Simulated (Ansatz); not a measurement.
**C (model structure, P4₂/ncm, No. 138, 12 atoms in the cell)**

All values below come from LDA (Ansatz, a program for electronic structure, plane waves, PAW).

Run with plane-wave cutoff 520 eV, 10×10×8 k mesh (along the axes of the cell as run), Fermi–Dirac smearing 0.01 eV, scalar-relativistic PAW data made under PBE.

Cell (relaxed at this level):

```
C
1.0
    3.39024     0.00000     0.00000
    0.00000     3.39024     0.00000
    0.00000     0.00000     6.01716
C
12
Direct
  0.83213   0.33213   0.35947
  0.16787   0.66787   0.35947
  0.16787   0.33213   0.85947
  0.83213   0.66787   0.85947
  0.66787   0.83213   0.64053
  0.33213   0.16787   0.64053
  0.33213   0.83213   0.14053
  0.66787   0.16787   0.14053
  0.00000   0.00000   0.50000
  0.50000   0.50000   0.00000
  0.50000   0.50000   0.50000
  0.00000   0.00000   0.00000
```

```yaml
band_gap: 3.62 eV (on the SCF k mesh)
"Γ–Γ gap": 4.92 eV
```

Note: the relaxation could raise the start's symmetry but not lower it, so the cell can be a saddle point.

Computed values are for the static lattice.

A model structure was made by putting elements into a prototype or built by hand; it is no filed structure, need not be a known phase, and can be a saddle point held by its symmetry.
